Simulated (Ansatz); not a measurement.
Worked example: self-consistent single point of AlInSb2 (Pmm2, 4 atoms in the cell) in Ansatz (a program for electronic structure).

Method of the run: LDA (PW92), default PAW files made with PBE (plane waves; Ansatz).

```
CELL_PARAMETERS angstrom
      4.49265     0.00000     0.00000
      0.00000     4.49265     0.00000
      0.00000     0.00000     6.32977
ATOMIC_POSITIONS crystal
  Al 0.00000 0.00000 0.00790
  In 0.50000 0.50000 0.50000
  Sb 0.00000 0.50000 0.23337
  Sb 0.50000 0.00000 0.76663
```

Reference input (self-consistent single point, DFT, LDA (PW92), plane waves, default PAW files made with PBE): basis.ecutwfc = 420 eV; kpoints.mp_grid.grid = 6 6 4; hamiltonian.xc = lda; hamiltonian.pseudopotentials = {kind: paw} (the program's default PAW files); scf.occupations.method = fermi_dirac; scf.occupations.width = 0.01 eV. This run's input differs from it in these lines:

Ansatz 0.2 input:
```diff
@@ -14,3 +14,3 @@
 kpoints:
-  mp_grid: { grid: [6, 6, 4] }
+  mp_grid: { grid: [12, 12, 8] }
 hamiltonian:
```

Output, abridged:

```
SCF iter   1: F=—  HF=-18642.107632 eV  |F-HF|=—  |Δ(HF+E_count)|=         —  Δρ=6.33e-3  dr2=3.28e-2  ethr=1.77e-3  ⟨swp⟩=8.1  Hψ=35641  notcnv=0
all-band conjugate gradients solve this SCF's bands
preconditioner: auto → Resta (q_TF=auto, 2.301 Å⁻¹)
SCF iter   2: F=—  HF=-18642.097954 eV  |F-HF|=—  |Δ(HF+E_count)|=   9.68e-3  Δρ=2.86e-3  dr2=6.85e-3  ethr=7.12e-5  ⟨swp⟩=2.9  Hψ=13808  notcnv=0  defer=244
   [... lines left out ...]
SCF iter   4: F=—  HF=-18642.096637 eV  |F-HF|=—  |Δ(HF+E_count)|=   2.58e-5  Δρ=1.33e-4  dr2=3.44e-5  ethr=6.04e-7  ⟨swp⟩=2.0  Hψ=12169  notcnv=0  defer=244
SCF iter   5: F=—  HF=-18642.096625 eV  |F-HF|=—  |Δ(HF+E_count)|=   1.22e-5  Δρ=3.86e-5  dr2=3.06e-6  ethr=7.48e-8  ⟨swp⟩=2.0  Hψ=12255  notcnv=0  defer=244
SCF iter   6: F=—  HF=-18642.096626 eV  |F-HF|=—  |Δ(HF+E_count)|=   1.30e-6  Δρ=8.63e-6  dr2=1.35e-7  ethr=6.65e-9  ⟨swp⟩=2.0  Hψ=8212  notcnv=0  defer=244
SCF iter   7: F=-18642.096626 eV  HF=-18642.096626 eV  |F-HF|=1.87e-8  |Δ(HF+E_count)|=   2.57e-8  Δρ=3.00e-6  dr2=2.42e-8  ethr=2.17e-10  ⟨swp⟩=10.1  Hψ=30480  notcnv=0
SCF 1 converged in 7 iterations: F = -18642.096626 eV  dr2 = 2.42e-8
Free energy (F): -18642.096626 eV
Internal energy: -18642.096626 eV  (E = F + TS)
E sigma→0 (E₀):  -18642.096626 eV
Fermi energy:    6.579470 eV
--- Forces (eV/Å), atoms counted from 1 ---
  atom   1  Al     0.00000000     0.00000000    -0.41372564
  atom   2  In     0.00000000     0.00000000     0.07161777
  atom   3  Sb     0.00000000     0.00000000     0.22572076
  atom   4  Sb     0.00000000     0.00000000     0.11639429
--- Stress (GPa, compression-positive) ---
       -2.040890       0.000000       0.000000
        0.000000      -1.259960       0.000000
        0.000000       0.000000      -1.567941
  P = ⅓ Tr σ = -1.6229 GPa (-16.229 kbar)
  The stress holds the Pulay correction. Without it, at fixed plane waves, as pw.x and ABINIT print it: P = -1.6517 GPa
```

The run converged in 7 iterations. Against the reference run the free energy falls by 3.9 meV/atom, the pressure moves little (-1.65 to -1.62 GPa), the largest force stays at 0.414 eV/Å and the gap on the mesh moves little (0.263 to 0.265 eV).

The starting cell comes from a database of computed structures (which also holds hypothetical and non-ambient phases and stackings), without a prior relaxation at this level. Its lattice was rescaled by up to half a per cent. One atom was moved a little off its site on purpose. Spin-orbit coupling is off. Ansatz's pressure includes its estimate of the finite-basis (Pulay) stress.

Cost on one core of a shared machine: roughly 80 s.
